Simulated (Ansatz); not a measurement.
```xyz
28
Lattice="26.5000 0.0000 0.0000 0.0000 26.5000 0.0000 0.0000 0.0000 3.6173" Properties=species:S:1:pos:R:3 pbc="T T T"
As    19.4996    14.2063     1.8087
As    20.6224    15.5326     3.6173
As    18.4658    16.8232     3.6173
As    18.9019    18.5053     1.8087
As    16.3989    18.7324     1.8087
As    16.0620    20.4371     3.6173
As    13.7084    19.5557     3.6173
As    12.6652    20.9455     1.8087
As    10.9270    19.1301     1.8087
As     9.3841    19.9296     3.6173
As     8.6058    17.5399     3.6173
As     6.8688    17.5908     1.8087
As     7.2044    15.1000     1.8087
As     5.6173    14.3922     3.6173
As     7.0004    12.2937     3.6173
As     5.8776    10.9674     1.8087
As     8.0342     9.6768     1.8087
As     7.5981     7.9947     3.6173
As    10.1011     7.7676     3.6173
As    10.4380     6.0629     1.8087
As    12.7916     6.9443     1.8087
As    13.8348     5.5545     3.6173
As    15.5730     7.3699     3.6173
As    17.1159     6.5704     1.8087
As    17.8942     8.9601     1.8087
As    19.6312     8.9092     3.6173
As    19.2956    11.4000     3.6173
As    20.8827    12.1078     1.8087
```

Levels: PBE (plane waves to 420 eV, PAW; Ansatz, a first-principles code); r2SCAN (plane waves to 500 eV, PAW; Ansatz). Unmarked values and the geometry are of the first. Mesh 1×1×10. No spin polarisation. One-dimensional cell, images about 11 Å apart. A model structure. Only distortions within the start's symmetry and period were free. Values not marked SOC lack spin–orbit coupling.

Q: Say what this body is, and give its properties.

A: (7,7) arsenic nanotube. A hypothetical model, rolled from the flat sheet.
mean diameter: 14.04 Å
radii of the innermost and outermost atoms: 6.32 and 7.72 Å
energy over the flat sheet: +32 meV/atom
PBE gap: 1.64 eV, indirect, from Γ to k = 0.312 × 2π/c
electron mass along the axis (PBE): 0.35 mₑ
hole mass along the axis (PBE): 0.12 mₑ
valence and conduction edges under the vacuum level (PBE): 5.22 and 3.58 eV
r2SCAN gap at this geometry: 1.94 eV
